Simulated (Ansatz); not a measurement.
Consider TiSi$_{2}$ (space group Fddd, No. 70; a = 4.780 Å, b = 8.232 Å, c = 8.522 Å). Axes: x, y, z lie along a, b, c of the conventional cell.

All numbers come from DFT with r2SCAN, PAW potentials and a 500 eV plane-wave cutoff in Ansatz (a quantum-chemistry and plane-wave program), scalar-relativistic without spin-orbit coupling, earlier PAW set.

Before the change:

Pressure: 0.0 GPa
Volume per atom: 13.97 Å³
Band gap: zero

The change: tensile biaxial strain of 3.56 % in the plane normal to [001], as in epitaxy on a mismatched substrate; the out-of-plane cell vector and the atoms relax.

Predict the new pressure.

The pressure (mean of the normal stresses, compression positive) goes from zero to -6.5 GPa.

What does the calculation give for the energy relative to the base after the change?

The energy rises by 33 meV/atom.

Estimate the effect on the volume per atom.

The volume per atom grows by 0.874 Å³ to 14.85 Å³.

What happens to the band gap?

The band gap remains zero.

Without a gap, meshes like the base's 13×13×13 leave anisotropic stresses uncertain by several tenths of a GPa, and small strain energies with them. No phonon test of stability was made. The final runs are not spin-polarised.
